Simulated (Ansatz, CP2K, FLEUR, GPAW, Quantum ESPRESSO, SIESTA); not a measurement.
One structure in several programs: Ni3Sn4 (P1, 7 atoms in the cell)

Self-consistent single point, at a second geometry (atoms moved at random). First geometry:

```xyz
7
Lattice="6.1051 -2.0273 0.0000 6.1051 2.0273 0.0000 -1.3475 0.0000 5.0182" Properties=species:S:1:pos:R:3 pbc="T T T"
Ni     0.0000     0.0000     0.0000
Ni     8.6806     0.0000     3.3299
Ni     2.1821     0.0000     1.6883
Sn     6.5696     0.0000     1.5735
Sn     4.2931     0.0000     3.4446
Sn     9.8560     0.0000     0.9406
Sn     1.0067     0.0000     4.0776
```

Second geometry:
```
Ni3Sn4
1.0
    6.10508    -2.02729     0.00000
    6.10508     2.02729     0.00000
   -1.34749     0.00000     5.01816
Ni Sn
3 4
Direct
  0.99528   0.00638   0.99622
  0.80380   0.76671   0.65304
  0.20243   0.23559   0.34611
  0.58013   0.56933   0.31218
  0.42635   0.42954   0.68645
  0.82922   0.81562   0.19231
  0.16279   0.17683   0.81370
```

Shared settings, as Ansatz (a first-principles code) writes them: kpoints.mp_grid.grid = 4 4 3; scf.occupations.method = fermi_dirac; scf.occupations.width = 0.1 eV. Potentials and cutoffs stand in the table.

```json
[
 {"code": "CP2K", "model": "PBEsol, GPW, DZVP-MOLOPT-SR-GTH basis, GTH-PBE potentials (GTH_POTENTIALS)", "ΔF from the first geometry (meV/atom)": "25.8", "pressure (GPa)": "5.20", "largest force (eV/Å)": "–", "cutoff": "grid 600 Ry"},
 {"code": "Ansatz", "model": "PBEsol, PAW files made with PBE", "ΔF from the first geometry (meV/atom)": "22.7", "pressure (GPa)": "-0.82", "largest force (eV/Å)": "1.233", "cutoff": "default"},
 {"code": "Quantum ESPRESSO", "model": "PBEsol, SSSP 1.1.2 efficiency (PBE) pseudopotentials", "ΔF from the first geometry (meV/atom)": "23.0", "pressure (GPa)": "-0.85", "largest force (eV/Å)": "1.252", "cutoff": "50 Ry"},
 {"code": "GPAW", "model": "PBEsol, GPAW PAW datasets PBEsol (made by gpaw-setup)", "ΔF from the first geometry (meV/atom)": "23.9", "pressure (GPa)": "-0.81", "largest force (eV/Å)": "1.272", "cutoff": "850 eV"},
 {"code": "FLEUR", "model": "PBEsol, all-electron FLAPW (FLEUR), scalar-relativistic valence", "ΔF from the first geometry (meV/atom)": "23.1", "pressure (GPa)": "–", "largest force (eV/Å)": "1.216", "cutoff": "Kmax 3.6 1/bohr"},
 {"code": "SIESTA", "model": "GGA PBEsol, numerical atomic orbitals DZP, PseudoDojo PBEsol standard norm-conserving potentials (rewritten from UPF to PSML)", "ΔF from the first geometry (meV/atom)": "25.2", "pressure (GPa)": "0.15", "largest force (eV/Å)": "1.397", "cutoff": "grid 400 Ry"}
]
```

Size of the force on each atom (eV/Å): Sizes of forces hide their directions.

```
code                Ni1    Ni2    Ni3    Sn4    Sn5    Sn6    Sn7
----------------  -----  -----  -----  -----  -----  -----  -----
Ansatz            0.541  1.099  1.018  0.498  0.232  1.233  0.411
Quantum ESPRESSO  0.551  1.103  1.022  0.512  0.236  1.252  0.417
GPAW              0.555  1.166  1.071  0.524  0.244  1.272  0.419
FLEUR             0.546  1.073  1.004  0.476  0.233  1.216  0.421
SIESTA            0.624  1.187  1.096  0.660  0.301  1.397  0.497
```

A dash marks a value that a program does not give, or that is left out as unsure.

On Ansatz's run: spin polarisation is off.

The spread over the programs that give each value: ΔF from the first geometry within 3.1 meV/atom; pressure within 6.05 GPa; largest force within 0.181 eV/Å.

CP2K and SIESTA use small atom-centred bases, whose incompleteness enters pressures, forces and empty levels differently from a plane-wave cutoff. FLEUR treats all electrons, but the usual bases taken here (sphere radii, linearisation, local orbitals, empty states) were not tested for convergence, so the values are no reference for the others. Ansatz's pressure is given at a fixed set of plane waves, as the other plane-wave codes print theirs. In the pressure, CP2K (by 6.02) lies more than 1 GPa from the median of the plane-wave programs. In the force vectors, SIESTA (by 0.177) lies more than 0.08 eV/Å from the median of the plane-wave programs.

The shared mesh is coarse (it stands for a supercell whose shortest vector is 16 Å), so the values are not converged in it.

The starting cell comes from a database of computed structures (which also holds hypothetical and non-ambient phases and stackings), without a prior relaxation at this level. For this run, on top of that: atoms moved at random.

Keys are those of Ansatz 0.2.
